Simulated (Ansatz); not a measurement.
## Phonon-limited transport in ScSi (Cmcm)

```xyz
4
Lattice="1.9740 -4.9138 0.0000 1.9740 4.9138 0.0000 0.0000 0.0000 3.6358" Properties=species:S:1:pos:R:3 pbc="T T T"
Sc     1.9740     3.5460     0.9090
Sc     1.9740    -3.5460     2.7269
Si     1.9740     0.7995     0.9090
Si     1.9740    -0.7995     2.7269
```

Level of theory: PBEsol, DFPT electron-phonon coupling, linearised Boltzmann equation (plane waves, PAW, scalar-relativistic; Ansatz, an electronic-structure program). Geometry: relaxed with this functional, without spin-orbit coupling.

resistivity at 300 K: 45 (x), 29 (y), 8.7 (z) μΩ·cm
electron mean free path at 300 K (weighted by the current that each state carries): 9.0 (x), 10.1 (y), 8.5 (z) nm
electron-phonon coupling λ: 0.22
transport coupling λ_tr: 0.24 (x), 0.23 (y), 0.26 (z)
logarithmic mean phonon energy: 28 meV
density of states at the Fermi level: 1.05 states/(eV·spin·cell)
Drude plasma energy: 2.3 (x), 2.9 (y), 5.7 (z) eV

A metal at this level (no band gap). Only scattering by harmonic phonons is included (no impurities, grain boundaries, electron-electron scattering or thermal expansion). Spin-orbit coupling is left out. The run warned that the eigensolver left some states short of its tolerance. Halving the electron mesh (24x24x24) moves the resistivity by up to 4 % at 300 K, the mean free path by up to 2 %, the coupling by up to 3 %. Smearing 0.20 eV; phonons on a 4x4x4 q mesh, which this run doesn't test and which matters most at low temperature.

Computed structure with no diffraction record at hand here (it may be known, metastable or hypothetical): ScSi (Cmcm).
